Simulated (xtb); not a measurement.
xtb 6.7.1, GFN1-xTB: Nb(Me)(SH)4 ([CH3][Nb]([SH])([SH])([SH])[SH]), 13 atoms. The geometry is a generated start, not checked to be a minimum at this level.

* **method**: GFN1-xTB
* **--acc**: 1 (default)
* **--etemp (K)**: 300 (default)
* **detailed input (--input)**: none: ANC optimiser, Lindh (1995) Hessian, microcycle=20, maxdispl=1.0, hlow=0.01 (default)
* **basis functions**: 68
* **valence electrons**: 40

```xyz
13

Nb     0.1574    -0.2237    -0.4982
C      0.8657     0.4526     1.5430
H      0.9338     1.5421     1.6351
H      1.8652     0.0334     1.7190
H      0.2051     0.0841     2.3373
S     -2.2783    -0.4633    -0.4639
H     -2.6896     0.7212    -0.9024
S      0.1371    -2.5254     0.2959
H     -0.8819    -2.5657     1.1428
S      1.8399    -0.6619    -2.1551
H      1.0202    -1.0813    -3.1254
S     -0.1374     2.1085    -1.1909
H     -1.0371     2.5794    -0.3371
```

Charge 0 and multiplicity 1 are set for this test and not shown to be the ground state.

The structure is relaxed from this start with --opt LEVEL for the levels crude, sloppy, loose, lax, normal, tight, vtight, extreme, once each. Up to the end of the extreme run atoms move by at most 0.49 Å along an axis.

Q: What is the loosest level that ends within 1 meV of the extreme run, and how many cycles does it take?

A: tight: 46 cycles against 68, ending 0.22 meV above.

```
level    cycles  energy above the extreme run (meV)  gradient norm (eV/Å)
-------  ------  ----------------------------------  --------------------
crude         7                                  24                  0.24
sloppy       10                                  18                  0.14
loose        12                                  16                  0.12
lax          12                                  16                  0.12
normal       14                                  15                 0.098
tight        46                                0.22                 0.038
vtight       55                               0.066                 0.015
extreme      68                                   —                 0.015
```
